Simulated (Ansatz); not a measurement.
Consider SrTiO3 in the cubic perovskite structure (space group Pm-3m, No. 221; a = 3.936 Å).

Structures relaxed with PBE in Ansatz (plane waves to 420 eV, PAW, no SOC), earlier PAW set.

Base:

Simulated powder pattern, Cu Kα, λ = 1.54184 Å (kinematic, ideal powder, no thermal factors, no anomalous dispersion; the 10 strongest lines at most, above 2 %, up to 2θ = 90°):

| 2θ (°) | I/Imax (%) | hkl |
|---|---|---|
| 22.59 | 3.8 | (100) |
| 32.16 | 100 | (110) |
| 39.66 | 21 | (111) |
| 46.12 | 41 | (200) |
| 51.94 | 2.9 | (210) |
| 57.33 | 38 | (211) |
| 67.27 | 23 | (220) |
| 76.53 | 16 | (310) |
| 81.01 | 6.3 | (311) |
| 85.44 | 7.7 | (222) |

One thing is altered: the cell is scaled by 0.9928 in all directions, atoms relaxed at fixed cell.

After the change:

Simulated powder pattern, Cu Kα, λ = 1.54184 Å (kinematic, ideal powder, no thermal factors, no anomalous dispersion; the 10 strongest lines at most, above 2 %, up to 2θ = 90°):

| 2θ (°) | I/Imax (%) | hkl |
|---|---|---|
| 22.75 | 3.8 | (100) |
| 32.40 | 100 | (110) |
| 39.96 | 21 | (111) |
| 46.47 | 41 | (200) |
| 52.35 | 2.9 | (210) |
| 57.79 | 37 | (211) |
| 67.83 | 23 | (220) |
| 77.19 | 16 | (310) |
| 81.72 | 6.3 | (311) |
| 86.21 | 7.7 | (222) |

The indices refer to the base's conventional cell; one index is shown for lines that coincide.

The cells carry an imposed strain or load. Whether these cells are dynamically stable was not tested. The final runs are not spin-polarised. Many cubic perovskites are stable only at high temperature; tilts and polar distortions were not tested.

Ansatz is a quantum-chemistry and plane-wave program.
